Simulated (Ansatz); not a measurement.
End structure of H2O on the 1x1 (0001) surface of hcp Ti, one in a 2x2 cell, started at the site 'hollow Ti-Ti-Ti':

```yaml
crystal:
  lattice:
    - [5.87727, 0.00000, 0.00000]
    - [-2.93864, 5.08987, 0.00000]
    - [0.00000, 0.00000, 26.00000]
  atoms:
    - { symbol: Ti, position: [0.33333, 0.16667, 0.36988] }
    - { symbol: Ti, position: [0.33333, 0.66667, 0.36988] }
    - { symbol: Ti, position: [0.83333, 0.16667, 0.36988] }
    - { symbol: Ti, position: [0.83333, 0.66667, 0.36988] }
    - { symbol: Ti, position: [0.16667, 0.33333, 0.45305] }
    - { symbol: Ti, position: [0.16667, 0.83333, 0.45305] }
    - { symbol: Ti, position: [0.66667, 0.33333, 0.45305] }
    - { symbol: Ti, position: [0.66667, 0.83333, 0.45305] }
    - { symbol: Ti, position: [0.34067, 0.17981, 0.54544] }
    - { symbol: Ti, position: [0.32273, 0.65760, 0.54573] }
    - { symbol: Ti, position: [0.82940, 0.15812, 0.55054] }
    - { symbol: Ti, position: [0.83529, 0.65697, 0.54588] }
    - { symbol: Ti, position: [0.17335, 0.33120, 0.63432] }
    - { symbol: Ti, position: [0.17940, 0.85802, 0.62656] }
    - { symbol: Ti, position: [0.65877, 0.33067, 0.63471] }
    - { symbol: Ti, position: [0.64895, 0.79734, 0.62917] }
    - { symbol: O, position: [0.91715, 0.33030, 0.70183] }
    - { symbol: H, position: [0.00265, 0.49025, 0.72318] }
    - { symbol: H, position: [0.84456, 0.17132, 0.72351] }
```

Set-up: 19 atoms, 6.8 Å thick at the start under the adsorbate (thin: gaps and levels are the slab's own); mesh 6x6x1; 0.1 eV smearing; dipole correction on; single point; no symmetry held, on the structure that PBE left; no spin, no spin-orbit, no U, no dispersion correction. At the end it is bonded to 2 Ti. In PBE it is, or lies within 0.03 eV of, the lowest of the starts that converged; the order may differ at this level.

A negative adsorption energy means that the adsorbate is more stable on the surface than in its reference.

Problem. Estimate the change of the work function that r2SCAN, at the PBE geometry (Ansatz, a first-principles code) returns for this input.

Solution. -1.68 eV

Problem. Give the change of the step from the bottom to the top vacuum level, against the clean slab at the level r2SCAN, at the PBE geometry.

Solution. -1.66 eV

Problem. Predict the work function of the top face from r2SCAN, at the PBE geometry.

Solution. 2.85 eV

Problem. Predict the adsorption energy against H2O(g) at the same level from r2SCAN, at the PBE geometry.

Solution. -0.91 eV
